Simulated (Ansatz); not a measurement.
The starting structures come from a database of crystals and need not be the phases stable at ambient conditions.

 Where the default PAW files enter, the runs use the earlier of Ansatz's two default sets.

By PBEsol, the system below comes out a metal.

A figure of merit of an interconnect metal is its ballistic conductance per area.

Input:

```
CELL_PARAMETERS angstrom
      4.38340     0.00000     0.00000
      2.19170     8.35816     0.00000
      2.19170    -0.19157     1.25079
ATOMIC_POSITIONS crystal
  Cu 0.00000 0.00000 0.00000
  Cu 0.50000 0.50000 0.50000
  Cu 0.41667 0.25000 0.25000
  Cu 0.58333 0.75000 0.75000
```

Space group of this cell: P6_3/mmc. The cell is taken as given; by PBEsol its mean pressure is -2.0 GPa.

The current flows along the normal of the first two printed cell vectors, the (111) plane of the conventional cell. No spin-orbit coupling; the value is a mean over 0.1 eV about the Fermi level.

Problem. Predict the ballistic conductance per area from PBEsol (Ansatz, a program for electronic structure).

Solution. 1.2 × 10¹⁵ S/m² for both spins.
